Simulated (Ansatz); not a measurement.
We consider Co3NiB (model structure, started from the Mn3GaN type, Pm-3m, No. 221, 5 atoms in the cell), described by LDA in Ansatz (PAW).

Run with plane-wave cutoff 520 eV, 14×14×14 k mesh, Fermi–Dirac smearing 0.05 eV, spin-polarised with parallel moments, scalar-relativistic PAW data made under PBE.

Cell (relaxed at this level):

```
CELL_PARAMETERS angstrom
      3.66635     0.00000     0.00000
      0.00000     3.66635     0.00000
      0.00000     0.00000     3.66635
ATOMIC_POSITIONS crystal
  Co 0.50000 0.50000 0.00000
  Co 0.00000 0.50000 0.50000
  Co 0.50000 0.00000 0.50000
  Ni 0.00000 0.00000 0.00000
  B  0.50000 0.50000 0.50000
```
Starting moments (μB, in the order of the record's atoms Co Co Co Ni B): 3.0 3.0 3.0 2.0 0.0.

**Question.** Predict the bulk modulus B0.

**Answer.** 
* **bulk modulus B0**: 238 GPa

The run finds no gap.

Note: the magnetic order was assumed, not searched for or taken from measurement; the bulk modulus is −V dP/dV from two relaxed cells at ±2 % in volume; the moments ended far under their starting size, a low-moment state that need not be the lowest; the relaxation could raise the start's symmetry but not lower it, so the cell can be a saddle point.

The computed numbers hold no vibrational or temperature effects.

The result took roughly 6 core-minutes.

A model structure was made by putting elements into a prototype or built by hand; it is no filed structure, need not be a known phase, and can be a saddle point held by its symmetry.

Ansatz is a program for electronic structure.
